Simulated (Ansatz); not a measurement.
Cubic perovskite KNiF₃, treated with HSE06 (PAW; Ansatz, a quantum-chemistry and plane-wave program).

Numerical settings: plane-wave cutoff 460 eV, 6×6×6 k mesh, Fermi–Dirac smearing 0.01 eV, spin-polarised start, scalar-relativistic PAW data made under PBE.

Cell (relaxed with PBEsol):

Space group Pm-3m (No. 221); a = b = c = 4.0016 Å, α = β = γ = 90.00°

| atom | site | symmetry | x | y | z |
|---|---|---|---|---|---|
| K | 1a | m-3m | 0.0000 | 0.0000 | 0.0000 |
| Ni | 1b | m-3m | 0.5000 | 0.5000 | 0.5000 |
| F | 3c | 4/mm.m | 0.0000 | 0.5000 | 0.5000 |

**Question.** Give the computed band gap, smallest direct gap on the k points sampled and Γ–Γ gap.

**Answer.** 
* **band gap**: 5.23 eV (on the SCF k mesh) (indirect)
* **smallest direct gap on the k points sampled**: 5.50 eV
* **Γ–Γ gap**: 6.55 eV

Note: the magnetic order was assumed, not searched for or taken from measurement; cell and atoms aren't relaxed at this level (pressure 2.4 GPa).

Computed values are for the static lattice.
